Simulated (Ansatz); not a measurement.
A relaxation of the atoms of CoS (Cmcm, 4 atoms in the cell) with Ansatz (a program for electronic structure).

Method of the run: PBE (plane waves, PAW; Ansatz).

```
CELL_PARAMETERS angstrom
      1.75651    -4.64163     0.00000
      1.75651     4.64163     0.00000
      0.00000     0.00000     3.46158
ATOMIC_POSITIONS crystal
  S  0.56400 0.43600 0.25000
  S  0.43600 0.56400 0.75000
  Co 0.85475 0.14525 0.25000
  Co 0.14525 0.85475 0.75000
```
Moments meant for the start (each program seeds them in its own way; μB, in the order of the atoms S S Co Co): 0.0 0.0 3.0 3.0.

Reference input (self-consistent single point, DFT, PBE, plane waves, default PAW files): kpoints.mp_grid.grid = 7 7 7; hamiltonian.xc = pbe; hamiltonian.pseudopotentials = {kind: paw} (the program's default PAW files); magnetization.spin_polarized = true; scf.occupations.method = cold; scf.occupations.width = 0.0037 Ry. This run's input differs from it in these lines:

```diff
@@ -19,2 +19,3 @@
   occupations: { method: cold, width: 0.0037 Ry }
+relax: {}
 output:
```

Output (repeated stretches shortened):

```
   [... SCF lines of the steps left out ...]
relax step   1: F+E_penalty+E_count = -12051.95229085 eV  Δ(F+E_penalty+E_count) = +0.000e0 eV  max|allowed force component| = 4.760e0 eV/Å  Δτ_max = 0.0000 Å  (14 SCF iters, dr2 threshold 2.50e-6 eV, accepted)
relax step   2: F+E_penalty+E_count = -12053.08411351 eV  Δ(F+E_penalty+E_count) = -1.132e0 eV  max|allowed force component| = 4.462e0 eV/Å  Δτ_max = 0.1202 Å  (7 SCF iters, dr2 threshold 1.00e-4 eV, accepted)
   [... lines left out ...]
relax step   9: F+E_penalty+E_count = -12056.03721850 eV  Δ(F+E_penalty+E_count) = -4.875e-2 eV  max|allowed force component| = 2.805e-2 eV/Å  Δτ_max = 0.0730 Å  (9 SCF iters, dr2 threshold 1.00e-4 eV, accepted)
relax step  10: F+E_penalty+E_count = -12056.03721900 eV  Δ(F+E_penalty+E_count) = -5.047e-7 eV  max|allowed force component| = 2.820e-2 eV/Å  Δτ_max = 0.0000 Å  (4 SCF iters, accepted)
relax step  11: F+E_penalty+E_count = -12056.03728134 eV  Δ(F+E_penalty+E_count) = -6.233e-5 eV  max|allowed force component| = 5.647e-3 eV/Å  Δτ_max = 0.0019 Å  (6 SCF iters, accepted)
the relaxation is at rest under the 8 symmetry operations that the run kept from its start: a minimum is not shown …
the relaxation's final electronic state is not compared with the one that a single-point calculation of its input finds at the relaxed geometry …
Stability not checked (fill_not_monotonic)
Magnetization: 2.3172 μB (24.1586 up, 21.8414 down)
   [... lines left out ...]
Absolute magnetization: 2.4044 μB (∫|ρ↑−ρ↓|, with the PAW one-centre terms)
Free energy (F): -12056.037281 eV
Fermi energy:    12.255858 eV
   [... lines left out ...]
  F+E_penalty+E_count = -12056.03728134 eV   max|allowed force component| = 5.647e-3 eV/Å
  atoms:
    - { symbol: S, position: [0.6457656966153325, 0.3542343033846675, 0.25] }
    - { symbol: S, position: [0.3542343033846675, 0.6457656966153325, 0.7499999999999999] }
    - { symbol: Co, position: [0.8891396474027363, 0.11086035259726368, 0.25] }
    - { symbol: Co, position: [0.11086035259726368, 0.8891396474027363, 0.7499999999999999] }
```

The run converged.  The full log also holds: “iter 5 did not close the SCF: its close was put off for a magnetic moment that had not settled (scf_convergence_deferred on its scf_iter line)”.

Summary of the result:
| Property | Value |
|---|---|
| Free energy E − TS (on the zero of these files) | -12056.0373 eV |
| Fermi level (on the code's own zero) | 12.26 eV |
| Pressure | -10.49 GPa |
| Largest force (vector length) | 0.006 eV/Å |
| Size of the cell's spin moment | 2.32 μB |
| Relaxation steps | 11 |

The starting cell was generated: these elements placed on a structure prototype, without a prior relaxation; it need not be a known phase or ordering of this composition. Its lattice was rescaled by a random factor within 2.5 % of one. The magnetic order is the one reached from the typed start; others were not searched systematically. The relaxation keeps the symmetry of its start, so its end need not be a minimum. Ansatz's pressure includes its estimate of the finite-basis (Pulay) stress.

Cost on one core of a shared machine: roughly 4 min.

Keys are those of Ansatz 0.2.
